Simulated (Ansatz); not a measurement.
Base system: MgTe in the wurtzite structure (space group P6_3mc, No. 186; a = 4.6089 Å, c = 7.5001 Å). Axes: x lies along a and z along c of the hexagonal cell.

Calculations: PBE (Ansatz, a quantum-chemistry and plane-wave program), without spin-orbit coupling.

Before the change:

```
Quantity     Result
--------  ---------
Pressure  -0.01 GPa
```

One thing is altered: the cell is stretched by 0.60 % along z with no lateral relaxation, atoms relaxed at fixed cell.

Problem. How does this affect the pressure?

Solution. The pressure (mean of the normal stresses, compression positive) falls by 0.20 GPa to -0.21 GPa.

Problem. How does this affect the energy relative to the base?

Solution. The energy hardly moves.

The cells carry an imposed strain or load. Stability against distortions was not tested.
